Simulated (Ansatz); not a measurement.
System: Bi (within 0.1 Å of Pmma, No. 51, 2 atoms in the cell; start mp-1096851; another form than the element's usual one). Method: r²SCAN in Ansatz (plane waves, PAW).

Input file:

Ansatz 0.2 input:
```yaml
crystal:
  lattice:
    - [3.2737523674, 0.0, 0.0209940503]
    - [0.0, 3.2736066938, 0.0]
    - [-0.0395557706, 0.0, 6.5559264046]
  atoms:
    - { symbol: Bi, position: [0.489414537, 0.0, 0.2499911248] }
    - { symbol: Bi, position: [0.510585463, 0.0, 0.7500088752] }
basis:
  ecutwfc: 560
  ecutrho_ratio: 4
  xc_grid: 3
kpoints:
  mp_grid: { grid: [18, 18, 10] }
hamiltonian:
  xc: r2scan
  dispersion: none
  pseudopotentials: { azcp: { folder: ./paw }, kind: paw }
scf:
  occupations: { method: fermi_dirac, width: 0.05 }
output:
  forces: true
  stress: true
  eigenvalues: true
relax:
  f_tol: 0.004
  escape_saddle: false
  max_steps: 80
  cell: { stress_tol: 0.02, fix: [volume] }
```

The run printed, among other lines:

```
Relaxation: its limit of steps is 80 (relax.max_steps)
Crystal: 2 atoms, lattice volume = 70.262 Å³
Basis set: ecut = 560 eV, 2067 PW (Γ), exchange–correlation on 81×81×162 points (27 copies of the dense FFT grid, shifted against one another)
Bands: 19, of which v1, the nominal top of the filled ones, is band 15 counted from 1 (14 counted from 0)
Symmetry: 4 space group operations
Space group: P2/m (ITA 10), of the structure as read, at distance tolerance 4.1e-5 Å
k-points: 920 of 3240
Initial density: superposition of atomic densities (chi_scale 0.1, normalization cell)
Functional: x = r2scan, c = r2scan; τ floored in thin density (d = 2e-4 eV/Å³)
SCF iter   1: F=—  HF=-24826.478003 eV  |F-HF|=—  |Δ(HF+E_count)|=         —  Δρ=8.79e-3  dr2=4.15e-2  dr2_τ=5.30e-4
SCF iter   2: F=—  HF=-24826.514578 eV  |F-HF|=—  |Δ(HF+E_count)|=   3.66e-2  Δρ=6.26e-3  dr2=2.19e-2  dr2_τ=2.68e-4
  ...
SCF 1 converged in 7 iterations: F = -24826.530821 eV  dr2 = 7.63e-9
Crystal: 2 atoms, lattice volume = 70.262 Å³
Initial density: handed on by an earlier stage of this run
SCF iter   5: F=—  HF=-24826.530821 eV  |F-HF|=—  |Δ(HF+E_count)|=  2.55e-11  Δρ=1.15e-7  dr2=7.91e-12  dr2_τ=4.61e-13
SCF iter   6: F=-24826.530821 eV  HF=-24826.530821 eV  |F-HF|=4.00e-11  |Δ(HF+E_count)|=  3.27e-11  Δρ=5.07e-8  dr2=1.45e-12  dr2_τ=3.51e-14
SCF 2 converged in 6 iterations: F = -24826.530821 eV  dr2 = 1.45e-12
SCF converged after 6 iterations
Free energy (F): -24826.530821 eV
Internal energy: -24826.522309 eV  (E = F + TS)
E sigma→0 (E₀):  -24826.526565 eV
Fermi energy:    9.626209 eV
--- Forces (eV/Å), atoms counted from 1 ---
  atom   1  Bi     0.00153496     0.00000000     0.00003836
  atom   2  Bi    -0.00153496     0.00000000    -0.00003836
--- Stress (GPa, compression-positive) ---
       -0.962079       0.000000      -0.003065
        0.000000      -0.966854       0.000000
       -0.003065       0.000000      -0.963328
  P = ⅓ Tr σ = -0.9641 GPa (-9.641 kbar)
```

The cell is one volume of an energy–volume scan, off the minimum.

The PAW data were made under PBE.

It cost roughly 7 core-minutes of CPU time.

A start named mp-… is a Materials Project structure, which need not be a measured phase.

Ansatz is a program for electronic structure.
